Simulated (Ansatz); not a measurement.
Take GeSe in the GeS type structure (space group Pnma, No. 62; layered, stacked along the Cartesian x axis) as the base.

```yaml
crystal:
  lattice:
    - [10.51975, 0.00000, 0.00000]
    - [0.00000, 3.82370, 0.00000]
    - [0.00000, 0.00000, 4.14287]
  atoms:
    - { symbol: Ge, position: [0.61626, 0.75000, 0.59745] }
    - { symbol: Ge, position: [0.88374, 0.25000, 0.09745] }
    - { symbol: Ge, position: [0.38374, 0.25000, 0.40255] }
    - { symbol: Ge, position: [0.11626, 0.75000, 0.90255] }
    - { symbol: Se, position: [0.35696, 0.75000, 0.99218] }
    - { symbol: Se, position: [0.14304, 0.25000, 0.49218] }
    - { symbol: Se, position: [0.64304, 0.25000, 0.00782] }
    - { symbol: Se, position: [0.85696, 0.75000, 0.50782] }
```

Cartesian axes are those of the cell as printed.

Method: Ansatz (an electronic-structure program), PBEsol-D3(BJ), PAW, cutoff 420 eV, scalar-relativistic without spin-orbit coupling.

Before the change:

| Property | Result |
|---|---|
| Volume per atom | 20.83 Å³ |

One thing is altered: biaxial strain +3.38 %, plane normal [001], relaxed out of plane (Cartesian); in-plane vectors clamped, the third vector and the atoms free.

Q: Estimate the effect on the volume per atom.

A: The volume per atom goes up by 1.855 Å³ to 22.69 Å³.

Q: Predict the new in-plane stress.

A: The mean in-plane stress (compression positive) amounts to -1.2 GPa.

No phonon test of stability was made. The program warned that a D3 coordination switch lies within reach, so dispersion energies are less smooth here.
